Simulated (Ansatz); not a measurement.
An Ansatz (a first-principles code) input (Ansatz, PBEsol, PAW, cutoff 420 eV, no spin-orbit coupling, earlier PAW set):

Ansatz 0.2 input:
```yaml
crystal:
  lattice:
    - [3.5675306395, 0, 0]
    - [0, 3.5229365065, 0]
    - [0, 0, 5.1666941055]
  atoms:
    - { symbol: Hf, position: [0, 0, 0] }
    - { symbol: Hf, position: [0.5, 0.5, 0.5] }
    - { symbol: O, position: [0, 0.5, 0.2000992081] }
    - { symbol: O, position: [0, 0.5, 0.7000992081] }
    - { symbol: O, position: [0.5, 0, 0.2999007919] }
    - { symbol: O, position: [0.5, 0, 0.7999007919] }
basis: { ecutwfc: 420, ecutrho_ratio: 4, xc_grid: 2, fft_grid_basis: typed }
kpoints: { mp_grid: { grid: [9, 9, 7] } }
hamiltonian:
  xc: pbesol
  dispersion: none
  pseudopotentials: { azcp: { folder: ./paw }, kind: paw }
scf: { occupations: { method: fermi_dirac, width: 0.05 }, convergence: { dr2_threshold: 0.0000000006 } }
relax: { f_tol: 0.005, max_steps: 50 }
output: { forces: true, stress: true }
checkpoint: { write: state.ck, write_every: 1000 }
```

Which symmetry and how many k-points will the program report, and about how many plane waves at Γ?

Space group Pmmn (ITA 59) with 8 operations, k-points 100 of 567, and 1261 plane waves at Γ.

And the final pressure?

3.03 GPa (compression positive).

The cells carry an imposed strain or load. Whether these cells are dynamically stable was not tested. The cell was made from HfO2 (space group P4_2/nmc, No. 137) by this change: uniaxial strain ε_yy = −1.25 %. This is not the structure that HfO2 has at room temperature and ambient pressure.
